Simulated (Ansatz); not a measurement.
The reference is BeSe in the zinc blende structure (space group F-43m, No. 216; a = 5.178 Å).

Method: PBE (Ansatz, a program for electronic structure), no SOC.

For the base:

| Item | Result |
|---|---|
| Gap between the host's bands | 2.67 eV |

Now apply this change: 0.0521 holes added to each cell, a density of 1.5×10^21 cm⁻³, with a uniform compensating background at fixed cell and a 300 K Fermi–Dirac width.

Question: Estimate the effect on the gap between the host's bands.

Answer: The gap between the host's bands increases by 0.05 eV to 2.72 eV.

Question: Predict the new Fermi level from band edge.

Answer: The Fermi level relative to the doped band's edge (positive inside the band; to 0.05 eV) is +0.25 eV.

Carriers are added with a uniform compensating background; total energy and stress of such cells depend on the potential's zero and are not compared; many-body gap narrowing is missing at this level. Semilocal Kohn–Sham gaps tend to fall short of experiment. No phonon test of stability was made.
